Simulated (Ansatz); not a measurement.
Bond-angle distributions (per cent of the angles at each element, bins of 10°) of a relaxed model of amorphous Si30N44Ge3 at 3.15 g/cm³. Computed with PBE, scalar-relativistic without spin-orbit coupling (plane waves to 420 eV, PAW; Ansatz, a first-principles code).

Preparation: random packing, a CHGNet melt and quench, and a DFT relaxation. N atoms were pushed apart under 1.9 Å during the dynamics, to hinder bonds among them. The hot cell started wider than the set density and was brought back towards it in steps. It is the lowest in DFT energy of 2 quenches. It is a model cell: composition and starting density were chosen by hand, and all elements were melted together. No dispersion term was used. Its density started from a set value of 3.15 and ended at 3.15 g/cm³. The quench (nominally 380 K/ps over its main leg) was far faster than any real one, so the model tends to hold more defects than a real film. One small periodic cell is one sample of the glass; other quenches scatter about these values. The volume was held where the preparation left it, at a PBE pressure of -0.3 GPa (tension). Stress components on the final sampling reach 3.3 GPa.

Cut-offs for bonds: Si-Si 2.60 Å, Si-N 2.30 Å, Si-Ge 2.70 Å, N-N 1.70 Å, N-Ge 2.29 Å, Ge-Ge 2.81 Å. Two cations that share two anions don't count as bonded, nor two that share one unless they lie closer than Si-Si 2.38 Å, Si-Ge 2.47 Å, Ge-Ge 2.57 Å.

| angle (°) | at Si | at N |
|---|---|---|
| 50-60 | 0 | 0 |
| 60-70 | 1 | 0 |
| 70-80 | 1 | 0 |
| 80-90 | 10 | 7 |
| 90-100 | 13 | 11 |
| 100-110 | 29 | 12 |
| 110-120 | 25 | 27 |
| 120-130 | 15 | 24 |
| 130-140 | 3 | 14 |
| 140-150 | 1 | 4 |
| 150-160 | 1 | 1 |
| 160-170 | 2 | 0 |
| 170-180 | 0 | 0 |

They go with these counts of neighbours within the cut-offs, cation contacts included: Si mean 4.1, most often 4; N mean 3.0, most often 3.
